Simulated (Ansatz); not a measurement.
The starting structures come from a database of crystals and need not be the phases stable at ambient conditions.

The decay constant κ of evanescent states in the gap governs leakage through a thin film.

Data:

```xyz
6
Lattice="4.1618 0.0000 0.0000 0.0000 4.1618 0.0000 0.0000 0.0000 4.2467" Properties=species:S:1:pos:R:3 pbc="T T T"
Cu     3.1213     3.1213     3.1850
Cu     3.1213     1.0404     1.0617
Cu     1.0404     1.0404     3.1850
Cu     1.0404     3.1213     1.0617
O      2.0809     2.0809     2.1233
O      0.0000     0.0000     0.0000
```

The cell is strained (lengths across the current scaled by 0.98, ions clamped); by r2SCAN it stands under a pressure of 5.5 GPa.

Transport runs along the normal of the first two printed cell vectors, the (001) (indices of the unstrained crystal) plane of the conventional cell.

No gap correction and no spin-orbit coupling; mid-gap is the computed energy nearest the middle.

**Question.** Predict the band gap and the smallest decay constant κ at mid-gap from r2SCAN (Ansatz, an electronic-structure program).

**Answer.** Gap 0.87 eV on a 8×8×8 mesh; κ = 0.096 1/Å, at the zone centre.
